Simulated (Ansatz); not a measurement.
Take ZnF2 in the rutile structure (space group P4_2/mnm, No. 136; a = 4.801 Å, c = 3.175 Å) as the base.

One thing is altered: the cell is scaled by 1.0240 in all directions, atoms relaxed at fixed cell.

The values are results of Kohn–Sham DFT with the PBE functional, run in Ansatz (a first-principles code) with PAW and 420 eV plane waves, no spin-orbit coupling, not measurements.

Base, band edges from the VBM (valence, conduction): A -0.75, 7.95; M -0.25, 6.86; R 0.00, 8.56; X -0.30, 6.03; Z -1.09, 8.11; Γ -0.01, 3.52 eV.

Give the band edges at the high-symmetry points of the new zone, measured from its valence-band maximum.


| point | valence edge (eV) | conduction edge (eV) |
|---|---|---|
| Γ | -0.12 | 3.38 |
| X | -0.20 | 5.75 |
| M | -0.17 | 6.46 |
| Z | -0.89 | 7.72 |
| R | 0.00 | 8.10 |
| A | -0.78 | 7.61 |

The gap is 3.38 eV, indirect, R → Γ.

The cells carry an imposed strain or load. No phonon test of stability was made.
